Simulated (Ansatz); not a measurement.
Results of r²SCAN-D4 (plane waves, PAW; Ansatz, a first-principles code) for fcc Yb.

The run printed, among other lines:

```
Crystal: 1 atoms, lattice volume = 32.649 Å³
Basis set: ecut = 560 eV, 941 PW (Γ), exchange–correlation on 90×90×90 points (27 copies of the dense FFT grid, shifted against one another)
Bands: 16, of which v1, the nominal top of the filled ones, is band 12 counted from 1 (11 counted from 0)
Symmetry: 48 space group operations
Space group: Fm-3m (ITA 225), of the structure as read, at distance tolerance 3.2e-5 Å
k-points: 195 of 5832
Functional: x = r2scan, c = r2scan; τ floored in thin density (d = 2e-4 eV/Å³)
SCF iter   1: F=—  HF=-13805.959657 eV  |F-HF|=—  |Δ(HF+E_count)|=         —  Δρ=4.08e-2  dr2=4.55e-1  dr2_τ=1.77e-3
SCF iter   2: F=—  HF=-13807.269103 eV  |F-HF|=—  |Δ(HF+E_count)|=    1.31e0  Δρ=3.08e-1  dr2=2.45e1  dr2_τ=4.09e-2
  ...
SCF iter  15: F=—  HF=-13805.891896 eV  |F-HF|=—  |Δ(HF+E_count)|=  4.77e-10  Δρ=4.82e-7  dr2=7.16e-11  dr2_τ=2.56e-12
SCF iter  16: F=-13805.891896 eV  HF=-13805.891896 eV  |F-HF|=2.73e-11  |Δ(HF+E_count)|=  2.00e-11  Δρ=2.86e-7  dr2=2.12e-11  dr2_τ=3.42e-13
SCF 1 converged in 16 iterations: F = -13805.891896 eV  dr2 = 2.12e-11
SCF converged after 16 iterations
Free energy (F): -13805.891896 eV
Internal energy: -13805.882353 eV  (E = F + TS)
E sigma→0 (E₀):  -13805.887125 eV
Fermi energy:    11.858655 eV
--- Stress (GPa, compression-positive) ---
        1.406702      -0.000000      -0.000000
        0.000000       1.406702      -0.000000
       -0.000000      -0.000000       1.406702
  P = ⅓ Tr σ = 1.4067 GPa (14.067 kbar)
```

Q: Write an input file that could have produced this run (the log leaves some choices open).

A: Several could match; the one computed here: 
Ansatz 0.2 input:
```yaml
crystal:
  lattice:
    - [0.0, 2.5367529284, 2.5367529284]
    - [2.5367529284, 0.0, 2.5367529284]
    - [2.5367529284, 2.5367529284, 0.0]
  atoms:
    - { symbol: Yb, position: [0.0, 0.0, 0.0] }
basis:
  ecutwfc: 560
  ecutrho_ratio: 4
  xc_grid: 3
kpoints:
  mp_grid: { grid: [18, 18, 18] }
hamiltonian:
  xc: r2scan
  dispersion: d4
  pseudopotentials: { kind: paw }
scf:
  occupations: { method: fermi_dirac, width: 0.05 }
  convergence: { dr2_threshold: 0.0000000001 }
output:
  forces: false
  stress: true
  eigenvalues: true
```

The cell is one volume of an energy–volume scan, off the minimum.

The PAW data were made under PBE.
